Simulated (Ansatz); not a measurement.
Response to strain in Zn

The reference is Zn in the hcp (Mg type) structure (space group P6_3/mmc, No. 194; relaxed with 0.1 eV smearing).

```xyz
2
Lattice="2.6129 0.0000 0.0000 -1.3065 2.2629 0.0000 0.0000 0.0000 4.7815" Properties=species:S:1:pos:R:3 pbc="T T T"
Zn     1.3065     0.7543     3.5861
Zn     0.0000     1.5086     1.1954
```

Cartesian axes are those of the cell as printed.

Strains are applied to the cell and any free atomic positions relax.

Computed with PBEsol (Ansatz, a quantum-chemistry and plane-wave program, PAW, without spin-orbit coupling).

Notes on the quantities. pressure: mean of the normal stresses, compression positive; energy relative to the base: free energy F.

```
variant                         pressure  volume per atom  energy relative to the base
------------------------------  --------  ---------------  ---------------------------
base                             0.0 GPa         14.14 Å³                   0 meV/atom
uniaxial strain ε_zz = −2.50 %   1.9 GPa         13.78 Å³                          [?]
uniaxial strain ε_zz = −2.00 %       [?]         13.85 Å³                +1.9 meV/atom
uniaxial strain ε_zz = −1.50 %   1.1 GPa         13.92 Å³                +1.0 meV/atom
uniaxial strain ε_zz = −0.50 %   0.4 GPa         14.06 Å³                +0.1 meV/atom
uniaxial strain ε_zz = +0.50 %  -0.3 GPa         14.21 Å³                +0.1 meV/atom
uniaxial strain ε_zz = +1.00 %  -0.7 GPa         14.28 Å³                +0.4 meV/atom
uniaxial strain ε_zz = +1.50 %  -1.0 GPa         14.35 Å³                          [?]
uniaxial strain ε_zz = +2.50 %  -1.6 GPa         14.49 Å³                +2.4 meV/atom
uniaxial strain ε_zz = +3.00 %  -1.8 GPa         14.56 Å³                +3.4 meV/atom
```

Problem. Some entries are withheld; estimate them.

Solution. 
- uniaxial strain ε_zz = −2.50 %, energy relative to the base: +3.0 meV/atom
- uniaxial strain ε_zz = −2.00 %, pressure: 1.5 GPa
- uniaxial strain ε_zz = +1.50 %, energy relative to the base: +0.9 meV/atom

Stability against distortions was not tested.
